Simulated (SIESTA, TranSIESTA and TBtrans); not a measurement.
Run with TranSIESTA and TBtrans (open boundaries, self-consistent; PseudoDojo norm-conserving potentials, scalar-relativistic): Spin polarized, PAO.BasisSize DZP, PAO.EnergyShift 0.15 eV, XC.Authors PBE, Mesh.Cutoff 200 Ry, ElectronicTemperature 300 K, TS.Voltage 0.0 eV, TBT.Elecs.Eta 0.001 eV.

Junction: Ir chain with one bond stretched by 0.6 Å. Leads: straight Ir chain, spacing 2.3 Å. Geometry: as built, not relaxed. Transport runs along z; the first 6 and the last 6 of the 20 atoms are the lead cells, repeated to infinity.

```xyz
20
Lattice="9.000 0.000 0.000 0.000 9.000 0.000 0.000 0.000 46.600" Properties=species:S:1:pos:R:3 pbc="F F T"
Ir     4.500     4.500     0.000
Ir     4.500     4.500     2.300
Ir     4.500     4.500     4.600
Ir     4.500     4.500     6.900
Ir     4.500     4.500     9.200
Ir     4.500     4.500    11.500
Ir     4.500     4.500    13.800
Ir     4.500     4.500    16.100
Ir     4.500     4.500    18.400
Ir     4.500     4.500    20.700
Ir     4.500     4.500    23.600
Ir     4.500     4.500    25.900
Ir     4.500     4.500    28.200
Ir     4.500     4.500    30.500
Ir     4.500     4.500    32.800
Ir     4.500     4.500    35.100
Ir     4.500     4.500    37.400
Ir     4.500     4.500    39.700
Ir     4.500     4.500    42.000
Ir     4.500     4.500    44.300
```
Starting moments (μB): atom 7 +1, atom 8 +1, atom 9 +1, atom 10 +1, atom 11 +1, atom 12 +1, atom 13 +1, atom 14 +1; lead atoms +1 (left) and +1 (right).

### Question
Predict: conductance at 300 K (G0 = 2e²/h); thermopower (μV/K); mean T from −0.5 to 0.5 eV; spin polarisation of the conductance, (up − down)/(up + down).

### Answer
conductance at 300 K (G0 = 2e²/h): 2.59; thermopower (μV/K): -5.8; mean T from −0.5 to 0.5 eV: 2.36; spin polarisation of the conductance, (up − down)/(up + down): -0.20. The magnetic order of the leads was set by the start, and no other order was tried; the separate lead runs end at 0.77 (left) and 0.77 (right) μB an atom. The straight chain is held at its spacing; free chains may zigzag or dimerise. Spin-orbit coupling, left out here, matters for the heavy atoms.
